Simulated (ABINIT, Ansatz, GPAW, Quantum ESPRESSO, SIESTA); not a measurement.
One structure in several programs: Cu3Rh (P6_3/mmc, 8 atoms in the cell)

Self-consistent single point.

```xyz
8
Lattice="5.2648 0.0000 0.0000 -2.6324 4.5595 0.0000 0.0000 0.0000 4.2546" Properties=species:S:1:pos:R:3 pbc="T T T"
Cu     1.2945     0.7474     3.1909
Cu     1.3379     3.8121     1.0636
Cu     0.0000     1.4948     1.0636
Cu     2.6324     3.0647     3.1909
Cu     3.9703     0.7474     3.1909
Cu    -1.3379     3.8121     1.0636
Rh     2.6324     1.5198     1.0636
Rh     0.0000     3.0396     3.1909
```

All programs got the same cell, k-point mesh and kind of occupations (in Ansatz's words: kpoints.mp_grid.grid = 5 5 5; scf.occupations.method = gaussian; scf.occupations.width = 0.05 eV); potentials, basis and cutoffs are each program's usual ones.

| code | model | pressure (GPa) | largest force (eV/Å) | k-points | cutoff |
|---|---|---|---|---|---|
| GPAW | PBEsol, GPAW PAW datasets PBEsol (made by gpaw-setup) | -9.15 | 0.114 | 15 | 800 eV |
| SIESTA | GGA PBEsol, numerical atomic orbitals TZP, PseudoDojo PBEsol standard norm-conserving potentials (rewritten from UPF to PSML) | -11.33 | 0.079 | 63 | grid 300 Ry |
| Quantum ESPRESSO | PBEsol, GBRV 1.5 ultrasoft (PBESOL) pseudopotentials | -11.08 | 0.111 | 15 | 50 Ry |
| ABINIT | PBEsol, PAW (JTH v2.0 PBE PAW, files made for PBE) | -10.55 | 0.105 | 15 | 30 Ha |
| Ansatz | PBEsol, PAW files made with PBE | -10.59 | 0.109 | 15 | default |

The spread over the programs that give each value: pressure within 2.18 GPa; largest force within 0.035 eV/Å.

The starting cell comes from a database of computed structures (which also holds hypothetical and non-ambient phases and stackings), without a prior relaxation at this level. Its lattice was rescaled by a random factor within 2.5 % of one. On Ansatz's run: Spin polarisation is off. In the base run, with a pressure of about -10 GPa the cell is away from its equilibrium volume at this level.

Q: Why do the programs differ, and what cannot be compared?

A: Differences of this kind can come from the potentials, where these differ, and from what each basis and cutoff leave unconverged. The valence holds different numbers of electrons (GPAW 96, SIESTA 148, Quantum ESPRESSO 144, ABINIT 148, Ansatz (a quantum-chemistry and plane-wave program) 148). The zero of total energies and Fermi levels follows the potentials and each program's conventions, so they are not compared here. SIESTA uses small atom-centred bases, whose incompleteness enters pressures, forces and empty levels differently from a plane-wave cutoff. Ansatz's pressure is given at a fixed set of plane waves, as the other plane-wave codes print theirs; with its correction for the finite basis it is -10.50 GPa. The programs reduce the same mesh by symmetry to different extents, which changes the work and not the result. In the pressure, GPAW (by 1.42) lies more than 1 GPa from the median of the plane-wave programs.

Left out of this page: Elk (unsound by tests on forces, stress, charge or solver warnings); FLEUR (with a known weakness of the program).

Keys are those of Ansatz 0.2.
